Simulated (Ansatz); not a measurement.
Partial pair distribution functions of a relaxed model of amorphous Si$_{24}$O$_{51}$W, broadened by 0.06 Å; density 2.43 g/cm³. All values below come from PBE, scalar-relativistic without spin-orbit coupling (plane waves to 420 eV, PAW; Ansatz, an electronic-structure program).

The cell was made by melting and quenching with the CHGNet potential and then relaxed with DFT. O atoms were pushed apart under 1.9 Å during the dynamics, to hinder bonds among them. The hot cell started wider than the set density and was brought back towards it in steps. It is the lowest in DFT energy of 2 quenches. It is a model cell: composition and starting density were chosen by hand, and all elements were melted together. No dispersion term was used. Its density started from a set value of 2.43 and ended at 2.43 g/cm³. Cooling (nominally 400 K/ps over its main leg) ran many orders faster than in experiment, which tends to leave more defects and strain. Values belong to this one cell and scatter from quench to quench. The volume was held where the preparation left it, at a PBE pressure of -1.0 GPa (tension). Stress components on the final sampling reach 2.5 GPa.

| r (Å) | g Si-O | g O-W | g Si-Si | g O-O |
|---|---|---|---|---|
| 1.35 | 0.00 | 0.00 | 0.00 | 0.00 |
| 1.45 | 0.28 | 0.00 | 0.00 | 0.00 |
| 1.55 | 6.94 | 0.00 | 0.00 | 0.00 |
| 1.65 | 15.55 | 0.12 | 0.00 | 0.00 |
| 1.75 | 3.88 | 4.08 | 0.00 | 0.00 |
| 1.85 | 0.20 | 12.88 | 0.00 | 0.00 |
| 1.95 | 0.00 | 7.67 | 0.00 | 0.00 |
| 2.05 | 0.00 | 0.76 | 0.00 | 0.00 |
| 2.15 | 0.00 | 0.01 | 0.00 | 0.00 |
| 2.25 | 0.00 | 0.00 | 0.00 | 0.09 |
| 2.35 | 0.00 | 0.00 | 0.00 | 0.35 |
| 2.45 | 0.00 | 0.00 | 0.00 | 1.20 |
| 2.55 | 0.00 | 0.00 | 0.00 | 3.20 |
| 2.65 | 0.00 | 0.00 | 0.01 | 4.74 |
| 2.75 | 0.04 | 0.00 | 0.34 | 3.56 |
| 2.85 | 0.07 | 0.00 | 1.71 | 1.93 |
| 2.95 | 0.20 | 0.00 | 3.06 | 0.59 |
| 3.05 | 0.40 | 0.00 | 3.35 | 0.32 |
| 3.15 | 0.58 | 0.00 | 3.56 | 0.37 |
| 3.25 | 0.48 | 0.00 | 2.48 | 0.28 |
| 3.35 | 0.56 | 0.00 | 0.77 | 0.42 |
| 3.45 | 0.76 | 0.01 | 0.07 | 0.70 |
| 3.55 | 0.97 | 0.35 | 0.00 | 0.71 |
| 3.65 | 1.03 | 0.86 | 0.04 | 0.67 |
| 3.75 | 1.22 | 0.14 | 0.17 | 0.64 |
| 3.85 | 1.57 | 0.27 | 0.31 | 0.60 |
| 3.95 | 1.79 | 1.38 | 0.36 | 0.61 |
| 4.05 | 2.13 | 1.18 | 0.55 | 0.81 |
| 4.15 | 2.05 | 2.69 | 0.94 | 0.66 |
| 4.25 | 1.71 | 1.97 | 0.81 | 0.75 |
| 4.35 | 1.14 | 1.73 | 0.92 | 0.91 |
| 4.45 | 1.01 | 1.00 | 0.87 | 0.98 |
| 4.55 | 0.77 | 1.23 | 0.88 | 1.11 |
| 4.65 | 0.81 | 1.76 | 0.85 | 1.27 |
| 4.75 | 0.76 | 0.54 | 1.12 | 1.28 |
| 4.85 | 0.64 | 1.02 | 1.40 | 1.02 |
| 4.95 | 0.70 | 0.62 | 1.42 | 1.32 |
| 5.05 | 0.69 | 0.58 | 1.23 | 1.71 |
| 5.15 | 0.76 | 0.76 | 1.48 | 1.36 |
| 5.25 | 0.81 | 0.94 | 1.32 | 1.27 |

Within 1.92 Å each Si has 4.04 O neighbours on average.
